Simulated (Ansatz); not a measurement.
An Ansatz (a program for electronic structure) input (r2SCAN (Ansatz, PAW, no SOC)):

Ansatz 0.2 input:
```yaml
crystal:
  lattice:
    - [3.7396458478, 0, 0]
    - [-1.8698229239, 3.2386283053, 0]
    - [0, 0, 6.1304418154]
  atoms:
    - { symbol: Pb, position: [0.3333333333, 0.6666666667, 0.9996177982] }
    - { symbol: Pb, position: [0.6666666667, 0.3333333333, 0.4996177982] }
    - { symbol: C, position: [0.3333333333, 0.6666666667, 0.3751822018] }
    - { symbol: C, position: [0.6666666667, 0.3333333333, 0.8751822018] }
basis: { ecutwfc: 500, ecutrho_ratio: 4, xc_grid: 4, fft_grid_basis: typed }
kpoints: { mp_grid: { grid: [10, 10, 6] } }
hamiltonian:
  xc: r2scan
  dispersion: none
  pseudopotentials: { kind: paw }
scf: { occupations: { method: fermi_dirac, width: 0.05 }, convergence: { dr2_threshold: 0.0000000004 } }
output: { forces: true, stress: true }
checkpoint: { write: state.ck, write_every: 1000 }
```

Q: Which symmetry and how many k-points will the program report, and about how many plane waves at Γ?

A: Space group P63mc (ITA 186) with 12 operations, k-points 56 of 600, and 1859 plane waves at Γ.

Whether these cells are dynamically stable was not tested. All final runs are without spin polarisation. The cell was made from SiC by this change: Si → Pb; the result is a hypothetical phase, not in the database extracts checked.
